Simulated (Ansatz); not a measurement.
Base system: BaTiO3 in the cubic perovskite structure (space group Pm-3m, No. 221).

```
BaTiO3
1.0
    3.96988     0.00000     0.00000
    0.00000     3.96988     0.00000
    0.00000     0.00000     3.96988
Ba Ti O
1 1 3
Cartesian
  0.00000   0.00000   0.00000
  1.98494   1.98494   1.98494
  1.98494   0.00000   1.98494
  0.00000   1.98494   1.98494
  1.98494   1.98494   0.00000
```

Cartesian axes are those of the cell as printed.

Level of theory: PBEsol (Ansatz, a first-principles code; PAW; 420 eV plane waves; scalar-relativistic without spin-orbit coupling).

Base values:

| Item | Result |
|---|---|
| Smallest direct gap | 1.89 eV |
| Band gap | 1.82 eV |
| Pressure | -0.01 GPa |

Now apply this change: a pure shear with ε_xy = ε_yx = 0.0033, atoms relaxed at fixed cell.

What does the calculation give for the smallest direct gap, band gap, pressure and energy relative to the base after the change?

The smallest direct gap decreases by 0.03 eV (1.89 eV → 1.86 eV); the band gap shrinks by 0.02 eV (1.82 eV → 1.80 eV); the pressure (mean of the normal stresses, compression positive) hardly moves (-0.01 GPa against 0.00 GPa); the energy hardly moves.

The cells carry an imposed strain or load. Stability against distortions was not tested. The final runs are not spin-polarised. Many cubic perovskites are stable only at high temperature; tilts and polar distortions were not tested. This is not the structure that BaTiO3 has at room temperature and ambient pressure.
